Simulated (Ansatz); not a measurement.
Bi under a change: biaxial strain +0.33 %, plane normal [001], relaxed out of plane

Consider Bi in the A7 type structure (space group R-3m, No. 166; a = 4.5205 Å, c = 12.0283 Å (hexagonal axes); layered). Axes: x lies along a and z along c of the hexagonal cell.

Now apply this change: tensile biaxial strain of 0.33 % in the plane normal to [001], as in epitaxy on a mismatched substrate; the out-of-plane cell vector and the atoms relax.

Level of theory: r2SCAN+rVV10 in Ansatz (plane waves to 500 eV, PAW, spin-orbit coupling left out). k-mesh 13×13×13 (Γ-centred); smearing 0.05 eV (Fermi–Dirac).

| quantity | base | changed | shift |
|---|---|---|---|
| volume per atom | 35.48 Å³ | 35.56 Å³ | +0.08 Å³ |
| space group | R-3m (No. 166) | R-3m (No. 166) | – |
| energy relative to the base (free energy F) | 0 meV/atom | +0.2 meV/atom | +0.2 meV/atom |
| pressure (mean of the normal stresses, compression positive) | 0.0 GPa | -0.2 GPa | -0.2 GPa |
| band gap | zero | zero | – |
| out-of-plane strain (rough) | – | -0.43 % | – |
| mean in-plane stress (compression positive) (rough) | – | -0.2 GPa | – |

Final structure (turned so that z lies along the plane normal):

```
Bi
1.0
    4.53546     0.00000     0.00000
    2.26773     3.92782     0.00000
    2.26773    -1.30927     3.99236
Bi
2
Cartesian
  4.53546   0.00000   2.79954
  4.53546   2.61855   1.19282
```

Without a gap, meshes like the base's 13×13×13 leave anisotropic stresses uncertain by several tenths of a GPa, and small strain energies with them. Spin-orbit coupling, missing from the scalar runs, can matter with Bi. No phonon test of stability was made.

Ansatz is a first-principles code.
